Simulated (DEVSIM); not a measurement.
System: Pd/SiO2/n-Ge capacitor, at 250 K.

Layer 1 from the left is SiO2, thickness (nm) 4.70. Layer 2 from the left is Ge, thickness (nm) 930, Nd (cm⁻³) 4.1e17.

Metal gate on the left, work function 5.2 eV. Fixed charge at the semiconductor interface 1.2e11 cm⁻² (in units of +e); no interface traps.

This is a model device: material constants are rounded textbook-type values typed into the input, and sizes, dopings and lifetimes were drawn at random. Values at 300 K; Nc and Nv go as T^1.5, mobilities as T to minus their exponent, the gap by Varshni's rule with the affinity fixed.

SiO2: gap (eV) 9, affinity (eV) 0.9, permittivity 3.9. Ge: gap (eV) 0.664, affinity (eV) 4, permittivity 16, Nc (cm⁻³) 1.04e19, Nv (cm⁻³) 6e18, Varshni α (eV/K) 0.000477, Varshni β (K) 235.

Task: Estimate by hand the flat-band voltage, the threshold voltage, and compare with a numerical solution.

Result: 
- Flat-band voltage: C = 0.735 μF/cm², work-function difference 1.136 V; VFB = φms − qNf/C = 1.11 V; numerical 1.11 V.
- Threshold voltage: φF = 0.284 V, depletion charge √(4εqNφF) = 3.25e-7 C/cm²; VT = VFB − 2φF − Qd/C = 0.10 V; numerical 0.10 V.

Simulated with DEVSIM: 1D Poisson equation in equilibrium, Boltzmann statistics, complete ionisation; no quantum confinement or tunnelling. Metal contacts follow the ideal Schottky-Mott rule: no Fermi-level pinning, no interface dipoles.
